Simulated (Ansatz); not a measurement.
Consider NbAs in the CsCl type structure (space group Pm-3m, No. 221; a = 3.181 Å; a hypothetical phase, not in the database extracts checked; relaxed with 0.1 eV smearing). Axes: x, y, z lie along the cube axes.

The change: a pure shear with ε_yz = ε_zy = 0.0391, atoms relaxed at fixed cell.

Levels (all Ansatz, a first-principles code, PAW): PBEsol (420 eV, scalar-relativistic without spin-orbit coupling); r2SCAN (500 eV, no spin-orbit coupling).

The geometry is relaxed with PBEsol.

* **PBEsol pressure**: 1.3 GPa

**Question.** What does r2SCAN give at this geometry for the pressure?

**Answer.** The pressure increases by 4.9 GPa, from 1.3 GPa to 6.2 GPa.

Single points use the geometry relaxed with PBEsol. Their cutoffs differ, which shifts pressures a little. The cells carry an imposed strain or load. No phonon test of stability was made. All final runs are without spin polarisation.
